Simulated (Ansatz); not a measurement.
The starting structures come from a database of crystals and need not be the phases stable at ambient conditions.

 Where the default PAW files enter, the runs use the earlier of Ansatz's two default sets.

**Evanescent states of NaBH₄ (P4_2/nmc, not sure to be the ambient phase, 12 atoms a cell, 8.6 Å³ an atom) along the normal of (100)**

The numbers are results of r2SCAN (plane waves, PAW; Ansatz, a program for electronic structure), not measurements.

No gap correction and no spin-orbit coupling; mid-gap values are interpolated between computed energies.

Energies count from the valence-band top; κ is the least over a 8×6 mesh across the current.

```tsv
E (eV)	κ (1/Å)	where
0.15	0.148	Γ
0.47	0.246	Γ
0.78	0.304	Γ
1.08	0.346	Γ
1.40	0.377	Γ
1.71	0.401	Γ
2.02	0.416	off Γ
2.33	0.419	off Γ
2.63	0.420	off Γ
2.94	0.418	off Γ
3.25	0.414	off Γ
3.56	0.409	off Γ
3.88	0.401	off Γ
4.18	0.390	off Γ
4.50	0.378	off Γ
4.80	0.363	off Γ
5.12	0.344	off Γ
5.42	0.321	off Γ
5.74	0.294	off Γ
6.04	0.259	off Γ
6.36	0.207	off Γ
6.67	0.117	off Γ
```

How thick must the barrier be to attenuate the transmission by 10^8 when the electrodes' Fermi level lies at 1.40 eV, and what attenuation does that film give at 2.02 eV?

d = 8 ln 10 / (2 × 0.377) = 24.4 Å. At 2.02 eV it gives 8 × 0.416/0.377 = 8.8 decades.
